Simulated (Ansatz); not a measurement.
Functionals compared on NH3 on the 1x1 (110) surface of bcc Mo, one in a 2x2 cell, started at the site 'bridge Mo-Mo (span 2.7 Å)', in Ansatz (plane waves, PAW). The structure was relaxed with PBE; the other rows are single points on it, each with its references at the same level. Cutoff 420 eV (500 eV for r2SCAN).

Model: 20-atom slab, 6.5 Å thick at the start under the adsorbate (thin: gaps and levels are the slab's own), 6x6x1 mesh, Fermi-Dirac 0.1 eV, dipole correction, 8 atoms held, the rest relaxed; no symmetry held; no spin, no spin-orbit, no U, no dispersion correction. At the end it is bonded to Mo. In PBE it is, or lies within 0.03 eV of, the lowest of the starts that converged. These notes are the PBE run's. Adsorption energies are against NH3(g). A negative adsorption energy means that the adsorbate is more stable on the surface than in its reference.

```csv
functional,adsorption energy (eV),work function of the top face (eV),change of the work function (eV),rough cost of the single point
PBE,-0.78,2.58,-2.01,–
RPBE,-0.52,2.49,-1.95,very roughly 5 core-minutes
r2SCAN,___,___,___,very roughly 12 core-minutes
```

Task: What belongs in the gaps?

Result: 
- r2SCAN, adsorption energy (eV): -0.88
- r2SCAN, work function of the top face (eV): 2.50
- r2SCAN, change of the work function (eV): -2.13

Ansatz is a program for electronic structure.
